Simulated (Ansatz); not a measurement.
Start from Os in the hcp (Mg type) structure (space group P6_3/mmc, No. 194; a = 2.754 Å, c = 4.347 Å; relaxed with 0.1 eV smearing). Axes: x lies along a and z along c of the hexagonal cell.

Method: PBE/PAW in Ansatz (a first-principles code), no spin-orbit coupling.

For the base:

- Volume per atom: 14.28 Å³
- Band gap: zero

The change: biaxial strain +1.50 %, plane normal [001], relaxed out of plane (Cartesian); in-plane vectors clamped, the third vector and the atoms free.

Estimate the effect on the in-plane stress.

The mean in-plane stress (compression positive) is -11.3 GPa.

What does the calculation give for the volume per atom after the change?

The volume per atom increases by 0.31 Å³ to 14.59 Å³.

Estimate the effect on the band gap.

The band gap stays zero.

Whether these cells are dynamically stable was not tested. The final runs are not spin-polarised.
